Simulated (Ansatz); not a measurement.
## Response to strain in NaCl

Start from NaCl in the rock salt structure (space group Fm-3m, No. 225; a = 5.608 Å). Axes: x, y, z lie along the cube axes.

Strains are applied to the cell and any free atomic positions relax; under biaxial strain the out-of-plane vector relaxes too.

All numbers come from DFT with r2SCAN, PAW potentials and a 500 eV plane-wave cutoff in Ansatz (a first-principles code), no spin-orbit coupling.

Candidates:
(a) biaxial strain +3.98 %, plane normal [001], relaxed out of plane
(b) strain tensor (xx, yy, zz, yz, xz, xy) = (−0.50, −0.09, −0.04, +1.01, +0.12, +0.80) %
(c) tensor shear ε_xy = −2.47 %
(d) biaxial strain −1.69 %, plane normal [111], relaxed out of plane
(e) strain tensor (xx, yy, zz, yz, xz, xy) = (−1.18, +1.18, +0.23, −1.07, +0.38, −0.26) %

Before the change:

```
Property    Value
--------  -------
Band gap  5.97 eV
```

**Question.** Order them by band gap, highest first.

**Answer.** (d) biaxial strain −1.69 %, plane normal [111], relaxed out of plane (6.01 eV), (b) strain tensor (xx, yy, zz, yz, xz, xy) = (−0.50, −0.09, −0.04, +1.01, +0.12, +0.80) % (5.95 eV), (e) strain tensor (xx, yy, zz, yz, xz, xy) = (−1.18, +1.18, +0.23, −1.07, +0.38, −0.26) % (5.91 eV), (c) tensor shear ε_xy = −2.47 % (5.86 eV), (a) biaxial strain +3.98 %, plane normal [001], relaxed out of plane (5.70 eV)

No phonon test of stability was made.
